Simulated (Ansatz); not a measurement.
# A computed series for hypothetical anti-perovskite Cs3AuS: pressure series

The reference is Cs$_{3}$AuS in the anti-perovskite structure (space group Pm-3m, No. 221; a = 6.542 Å; a hypothetical phase, not in the database extracts checked).

Cell and atoms are relaxed at each pressure.

Levels (all Ansatz, a program for electronic structure, PAW): PBEsol (420 eV, scalar-relativistic without spin-orbit coupling); HSE06 (420 eV, no spin-orbit coupling).

Band gaps by level, all at the geometries relaxed with PBEsol:

```
case               PBEsol    HSE06
----------------  -------  -------
base              1.03 eV  1.80 eV
pressure −1 GPa   1.25 eV  1.96 eV
pressure 0.3 GPa  0.97 eV  1.75 eV
pressure 0.7 GPa  0.90 eV  1.68 eV
pressure 1.5 GPa  0.76 eV  1.56 eV
pressure 3 GPa    0.52 eV  1.35 eV
pressure 5 GPa    0.25 eV  1.08 eV
```

Single points use the geometry relaxed with PBEsol. HSE06 was sampled on its mesh, a few special points and the semilocal edge points, so its gap is an upper bound. Spin-orbit coupling, missing from the scalar runs, can matter with Au. Load acts through the strain it causes; cell and atoms are relaxed under it. Stability against distortions was not tested. Competing high-pressure phases were not computed. A zero or small gap of Cs3AuS under pressure 5 GPa can be the functional's error rather than a property of the material.
